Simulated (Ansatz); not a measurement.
**Evanescent states of C (P6_3/mmc, 4 atoms a cell, 5.7 Å³ an atom) along the normal of (001)**

The numbers are results of r2SCAN (plane waves, PAW; Ansatz, a first-principles code), not measurements.

No gap correction and no spin-orbit coupling; mid-gap values are interpolated between computed energies.

Energies count from the valence-band top; κ is the least over a 18×18 mesh across the current.

```csv
E (eV),κ (1/Å),where
0.09,0.118,Γ
0.26,0.170,Γ
0.42,0.186,Γ
0.59,0.199,Γ
0.77,0.211,Γ
0.94,0.221,Γ
1.10,0.231,Γ
1.27,0.239,Γ
1.45,0.246,Γ
1.61,0.252,Γ
1.78,0.258,Γ
1.96,0.262,Γ
2.12,0.266,Γ
2.29,0.269,Γ
2.46,0.269,off Γ
2.63,0.250,off Γ
2.81,0.227,off Γ
2.98,0.202,off Γ
3.15,0.172,off Γ
3.31,0.135,off Γ
3.48,0.082,off Γ
```

### Question
How thick must the barrier be to attenuate the transmission by 10^8 when the electrodes' Fermi level lies at 2.98 eV, and what attenuation does that film give at 2.81 eV?

### Answer
d = 8 ln 10 / (2 × 0.202) = 45.6 Å. At 2.81 eV it gives 8 × 0.227/0.202 = 9.0 decades.
